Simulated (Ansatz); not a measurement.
Consider SnC in the rock salt structure (space group Fm-3m, No. 225; a = 4.801 Å; a hypothetical phase, not in the database extracts checked; relaxed with 0.1 eV smearing).

(Cell as relaxed with PBE.)

Levels (all Ansatz, a first-principles code, PAW): PBE (420 eV, spin-orbit coupling left out); PBEsol (420 eV, no SOC).

Each level relaxes its own structure.

| base | PBE | PBEsol |
|---|---|---|
| volume per atom | 13.84 Å³ | 13.36 Å³ |
| lattice parameter a | 4.801 Å | 4.745 Å |
| band gap | zero | zero |

The change: an isotropic linear strain of +5.24 %; the atoms relax in the strained cell.

```csv
quantity,PBE,PBEsol
energy relative to the base (free energy F),+114 meV/atom,?
pressure,-13.6 GPa,?
band gap,zero,?
```

Question: Predict the PBEsol column.

Answer: 
- energy relative to the base (free energy F), PBEsol: +125 meV/atom
- pressure, PBEsol: -15.5 GPa
- band gap, PBEsol: zero

PBE's energy relative to the base lies 11 meV/atom below PBEsol's; PBE's pressure lies 1.9 GPa above PBEsol's; the two agree on the band gap. Neither level is exact; PBEsol is the comparison here, not a measurement.

Whether these cells are dynamically stable was not tested. The final runs are not spin-polarised.
